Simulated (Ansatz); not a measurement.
The reference is Pt in the hcp (Mg type) structure (space group P6_3/mmc, No. 194; a = 2.733 Å, c = 4.684 Å; a cell from a computed database, its experimental status unchecked; relaxed with 0.1 eV smearing).

One thing is altered: every lattice vector is shortened by 1.42 %; the atoms relax in the strained cell.

Levels (all Ansatz, a program for electronic structure, PAW): PBEsol (420 eV, no spin-orbit coupling); PBEsol+SOC (420 eV, with spin-orbit coupling).

The geometry is relaxed with PBEsol.

- PBEsol pressure = 13.5 GPa

With PBEsol+SOC at the same geometry, the pressure increases by 0.24 GPa, from 13.5 GPa to 13.8 GPa.

Single points use the geometry relaxed with PBEsol. Differences between runs with and without spin-orbit coupling are approximate. Stability against distortions was not tested. The runs without spin-orbit coupling are not spin-polarised. Pt has a high density of states at the Fermi level and may be magnetic at this level. This is not the structure that Pt has at room temperature and ambient pressure.
